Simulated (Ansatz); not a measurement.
```
CELL_PARAMETERS angstrom
     19.00000     0.00000     0.00000
      0.00000    18.00000     0.00000
      0.00000     0.00000     4.78292
ATOMIC_POSITIONS crystal
  Sn 0.37850 0.45652 0.00000
  Sn 0.37850 0.54348 0.50000
  Sn 0.50000 0.36562 0.00000
  Sn 0.50000 0.63438 0.50000
  Sn 0.62150 0.45652 0.00000
  Sn 0.62150 0.54348 0.50000
  H  0.30410 0.40029 0.00000
  H  0.30410 0.59971 0.50000
  H  0.50000 0.30841 0.29029
  H  0.50000 0.30841 0.70971
  H  0.50000 0.69159 0.20971
  H  0.50000 0.69159 0.79029
  H  0.69590 0.40029 0.00000
  H  0.69590 0.59971 0.50000
```

Computed with PBE (plane waves to 420 eV, PAW; Ansatz, a quantum-chemistry and plane-wave program). Mesh 1×1×8. No spin polarisation. One-dimensional cell, images about 11 Å apart. An idealised model, cut from the bulk lattice. Symmetry and one short period hold its shape; lower forms weren't sought. Values not marked SOC lack spin–orbit coupling.

### Question
Tabulate the two highest filled and two lowest empty levels along the axis, from the valence top.

### Answer
```
k (2π/c)  v2 (eV)  v1 (eV)  c1 (eV)  c2 (eV)
--------  -------  -------  -------  -------
0.000       -0.06     0.00     1.90     1.95
0.042       -0.14    -0.09     2.02     2.06
0.083       -0.33    -0.30     2.30     2.34
0.125       -0.52    -0.52     2.66     2.71
0.167       -0.63    -0.53     2.99     3.09
0.208       -0.67    -0.55     3.21     3.34
0.250       -0.68    -0.57     3.27     3.33
0.292       -0.69    -0.60     3.18     3.40
0.333       -0.71    -0.63     3.11     3.42
0.375       -0.72    -0.66     3.07     3.39
0.417       -0.72    -0.68     3.07     3.31
0.458       -0.72    -0.70     3.09     3.22
0.500       -0.72    -0.72     3.14     3.14
```
